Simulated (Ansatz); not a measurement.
TiAl, response to strain

Base system: TiAl (space group P4/mmm, No. 123; a = 2.813 Å, c = 4.062 Å; relaxed with 0.1 eV smearing). Axes: x, y, z lie along a, b, c of the conventional cell.

Strains are applied to the cell and any free atomic positions relax; under biaxial strain the out-of-plane vector relaxes too.

All numbers come from Kohn–Sham DFT with the r2SCAN functional, run in Ansatz (a first-principles code) with PAW and 500 eV plane waves, no spin-orbit coupling, earlier PAW set.

```json
[
 {"biaxial strain, plane normal [001], relaxed out of plane (%)": "-4.26", "out-of-plane strain (%)": "4.05"},
 {"biaxial strain, plane normal [001], relaxed out of plane (%)": "-3.22", "out-of-plane strain (%)": "3.03"},
 {"biaxial strain, plane normal [001], relaxed out of plane (%)": "-3.08", "out-of-plane strain (%)": "2.89"},
 {"biaxial strain, plane normal [001], relaxed out of plane (%)": "-1.83", "out-of-plane strain (%)": "1.72"},
 {"biaxial strain, plane normal [001], relaxed out of plane (%)": "-0.52", "out-of-plane strain (%)": "?"},
 {"biaxial strain, plane normal [001], relaxed out of plane (%)": "0", "out-of-plane strain (%)": "0.00"}
]
```

**Question.** Fit ε⊥ = −νε + γε² (strains in %) to the rows shown and predict the withheld row.

**Answer.** Least squares on the printed values gives ν = 0.92 (the biaxial Poisson response) and γ = 0.007 (largest residual 0.01 %); this predicts 0.48 %, and the run gives 0.49 %, in agreement.

No phonon test of stability was made. The final runs are not spin-polarised.
